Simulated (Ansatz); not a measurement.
## Fe: isotropic strain +0.74 %

The parent structure is Fe in the bcc (W type) structure (space group Im-3m, No. 229; a = 2.832 Å; ferromagnetic).

One thing is altered: the cell is scaled by 1.0074 in all directions; the atoms relax in the strained cell.

Level of theory: PBE/PAW in Ansatz (an electronic-structure program), no spin-orbit coupling. k-mesh 23×23×23 (Γ-centred); smearing 0.05 eV (Fermi–Dirac).

| quantity | base | changed | shift |
|---|---|---|---|
| volume per atom | 11.35 Å³ | 11.61 Å³ | +0.254 Å³ |
| space group | Im-3m (No. 229) | Im-3m (No. 229) | – |
| shortest interatomic distance | 2.452 Å | 2.471 Å | +0.0181 Å |
| energy relative to the base (free energy F) | 0 meV/atom | +3.4 meV/atom | +3.4 meV/atom |
| pressure | 0.0 GPa | -4.2 GPa | -4.2 GPa |
| band gap | zero | zero | – |
| magnetic state | ferromagnetic | ferromagnetic | – |
| largest site moment | 2.22 μB | 2.25 μB | +0.03 μB |

Final structure:

```xyz
1
Lattice="-1.4264 1.4264 1.4264 1.4264 -1.4264 1.4264 1.4264 1.4264 -1.4264" Properties=species:S:1:pos:R:3 pbc="T T T"
Fe     0.0000     0.0000     0.0000
```

The magnetic state is the one reached from the starting moments; the real material's order can differ, and small cells can't hold many antiferromagnetic ones. Stability against distortions was not tested.
